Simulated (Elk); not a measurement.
Worked example: self-consistent single point of Lu (Pm-3m, 1 atom in the cell) in Elk.

Level of theory: PBE, all-electron FP-LAPW, Elk's shipped species files, LAPW+lo basis in Elk.

```
Lu
1.0
    3.21531     0.00000     0.00000
    0.00000     3.21531     0.00000
    0.00000     0.00000     3.21531
Lu
1
Direct
  0.00000   0.00000   0.00000
```

Reference input (self-consistent single point, DFT, PBE, all-electron FP-LAPW, Elk's shipped species files, LAPW+lo basis): xctype = 20; rgkmax = 7.5; stype = 1; swidth = 0.00367493 Ha; ngridk = 12 12 12; gmaxvr = 16 1/bohr; nxoapwlo = 1; maxscl = 100. This run's input differs from it in these lines:

```diff
@@ -16,6 +16,6 @@
 stype
-  1
+  0
 
 swidth
-  0.00367493
+  0.0110248
```

Log, with long lists cut:

```
│ Self-consistent loop started │
│ Loop number : 1 │
 total energy                :     -14575.5177006
│ Loop number : 2 │
 total energy                :     -14575.8455954
RMS change in Kohn-Sham potential (target) :   0.1851781938     (  0.1000000000E-05)
Absolute change in total energy (target)   :   0.3278948378     (  0.1000000000E-03)
│ Loop number : 3 │
 total energy                :     -14576.3090199
RMS change in Kohn-Sham potential (target) :   0.1742788938     (  0.1000000000E-05)
Absolute change in total energy (target)   :   0.5453981821     (  0.1000000000E-03)
│ Loop number : 4 │
   [... lines left out ...]
Absolute change in total energy (target)   :   0.5060262447E-03 (  0.1000000000E-03)
│ Loop number : 14 │
 total energy                :     -14581.2167890
RMS change in Kohn-Sham potential (target) :   0.3375270958E-06 (  0.1000000000E-05)
Absolute change in total energy (target)   :   0.1574822327E-03 (  0.1000000000E-03)
│ Loop number : 15 │
 total energy                :     -14581.2168051
RMS change in Kohn-Sham potential (target) :   0.6360485582E-07 (  0.1000000000E-05)
Absolute change in total energy (target)   :   0.5555519056E-04 (  0.1000000000E-03)
Convergence targets achieved

│ Loop number : 16 │

Energies :
 Fermi                       :     0.197868184679
 total energy                :     -14581.2168100

Density of states at Fermi energy :    51.83007561
 (states/Hartree/unit cell)

Estimated indirect band gap :   0.8643448046E-04
 from k-point     30 to k-point      3
Estimated direct band gap   :   0.5246809938E-02
 at k-point     30

Charges :
 core                        :    46.00000000
 valence                     :    25.00000000
 interstitial                :    1.818507247
 muffin-tins (core leakage)
  species :    1 (Lu)
   atom    1                 :    69.18149275     (  0.6311795602E-06)
 total in muffin-tins        :    69.18149275
 total calculated charge     :    70.99638789
 total charge                :    71.00000000
 error                       :   0.3612112241E-02

│ Self-consistent loop stopped │
```

The run converged in 16 iterations. The count includes the last loop, which Elk runs after its targets are met. Against the reference run the total energy goes up by 45.0 meV/atom.

The starting cell was generated: these elements placed on a structure prototype, without a prior relaxation; it need not be a known phase or ordering of this composition. Spin-orbit coupling is off. Values depend on the basis (sphere radii, cutoffs, local orbitals), which need not be converged. The log's line on a gap gives a spacing of levels on this mesh, which the program prints for metals too.
